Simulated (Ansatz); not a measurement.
Start from TiN in the rock salt structure (space group Fm-3m, No. 225; a = 4.2040 Å). Axes: x, y, z lie along the cube axes.

Computed with Ansatz (a first-principles code) PBEsol, no spin-orbit coupling.

Base values:

The pressure is 0.0 GPa and the shortest interatomic distance is 2.102 Å.

Modification: the symmetric strain tensor [-0.0162 0.0025 -0.0030; 0.0025 0.0187 0.0004; -0.0030 0.0004 0.0163]; the atoms relax in the strained cell.

Problem. What does the calculation give for the pressure after the change?

Solution. The pressure (mean of the normal stresses, compression positive) goes from zero to -4.6 GPa.

Problem. What happens to the energy relative to the base?

Solution. The energy goes up by 14 meV/atom.

Problem. How does this affect the shortest interatomic distance?

Solution. The shortest interatomic distance falls by 0.034 Å (2.102 Å → 2.068 Å).

Without a gap, meshes like the base's 19×19×19 leave anisotropic stresses uncertain by several tenths of a GPa, and small strain energies with them. No phonon test of stability was made. The final runs are not spin-polarised. An odd electron count without spin: TiN.
